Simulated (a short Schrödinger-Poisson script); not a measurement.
Stack: MOS inversion layer, SiO2 on p-type Si(100), at 300 K.

From the gate side: 3.2 nm SiO2; 1500 nm Si, acceptors 7.7e16 cm⁻³.

Constants are typed, rounded textbook-type inputs, not results; the design itself was drawn at random and stands for no fabricated device. SiO2: permittivity 3.9, conduction-band edge (eV) 3.15, gap (eV) 9, electron mass (mₑ) 0.5. Si: permittivity 11.7, conduction-band edge (eV) 0, gap (eV) 1.124, Nv at 300 K (cm⁻³) 3.1e19.

Channel valleys (confinement mass, in-plane density-of-states mass, number): Δ2 0.916, 0.19, 2; Δ4 0.19, 0.417, 4. At the gate the conduction-band edge of layer 1 lies 3.16 eV − eVg above the Fermi level of the channel; the field vanishes at the back. Gaps are held at their typed values at every temperature. Mesh 0.03 nm at interfaces.

From a short Schrödinger-Poisson script (our own, NumPy): 1D Poisson equation in equilibrium, electrons quantum, Hartree (BenDaniel-Duke, 12 states a valley, the channel's in-plane mass for all, wave functions free to enter the dielectric), parabolic valleys, classical holes, full ionisation, no traps, pinning or gate leakage.

```
Vg (V)  electrons (cm⁻²)  C (μF/cm²)  Δ2 E0 (meV from the Fermi level)  Δ4 E0 (meV from the Fermi level)
------  ----------------  ----------  --------------------------------  --------------------------------
0                 8.65e9       0.124                             189.0                             216.3
0.15             2.84e11       0.599                              96.0                             126.3
0.3              9.41e11       0.790                              61.2                              96.2
0.45             1.71e12       0.855                              42.1                              81.6
0.6              2.53e12       0.889                              28.8                              72.3
0.75             3.37e12       0.910                              18.3                              65.5
0.9              4.23e12       0.925                               9.6                              60.2
1.05             5.10e12       0.936                               2.1                              55.7
1.2              5.98e12       0.945                              -4.7                              51.9
1.35             6.87e12       0.952                             -10.8                              48.6
1.5              7.76e12       0.957                             -16.5                              45.5
1.65             8.66e12       0.962                             -21.9                              42.7
1.8              9.56e12       0.967                             -26.9                              40.1
1.95             1.05e13       0.970                             -31.7                              37.7
2.1              1.14e13       0.974                             -36.3                              35.4
2.25             1.23e13       0.976                             -40.7                              33.2
2.4              1.32e13       0.979                             -45.0                              31.1
```

Gate voltages with under 1e9 electrons/cm² are left out.

At Vg = 2.4 V the lowest Δ2 subband lies at -45.0 meV from the Fermi level. How many electrons does it hold, and what share of all?

The two-dimensional density of states is g m/(πħ²) = 1.59e11 cm⁻² meV⁻¹ (both spins), kT = 25.9 meV, so n = D kT ln(1 + exp(−E/kT)) = 7.80e12 cm⁻², 0.59 of the 1.32e13 cm⁻² in all.

Compare the slope of the sheet density between 2.1 and 2.4 V with the geometric capacitance of the layers between gate and channel.

q Δn/ΔV = 0.961 μF/cm²; ε0/Σ(t/ε) = 1.08 μF/cm². The ratio is 0.89: the channel acts as a further capacitance in series.
